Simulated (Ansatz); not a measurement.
```
CaS
1.0
    0.00000     2.73170     2.73170
    2.73170     0.00000     2.73170
    2.73170     2.73170     0.00000
Ca S
1 1
Direct
  0.00000   0.00000   0.00000
  0.50000   0.50000   0.50000
```

No spin polarisation.

Computed with Ansatz (a quantum-chemistry and plane-wave program) PBE, spin-orbit coupling left out. Settings: 10×10×10 k-points, 0.05 eV Fermi–Dirac smearing.

### Question
Predict the band gap, hole mass and width of the top valence band.

### Answer
- Band gap = 2.03 eV
- Hole mass (degenerate bands, along [100]) = 0.21, 1.1, 1.1 mₑ (at Γ)
- Width of the top valence band = 1.82 eV

Load acts through the strain it causes; cell and atoms are relaxed under it. Effective masses come from finite differences of ±0.01 Å⁻¹. Whether these cells are dynamically stable was not tested. Competing high-pressure phases were not computed. The cell was made from CaS in the rock salt structure (space group Fm-3m, No. 225) by this change: pressure 10 GPa.
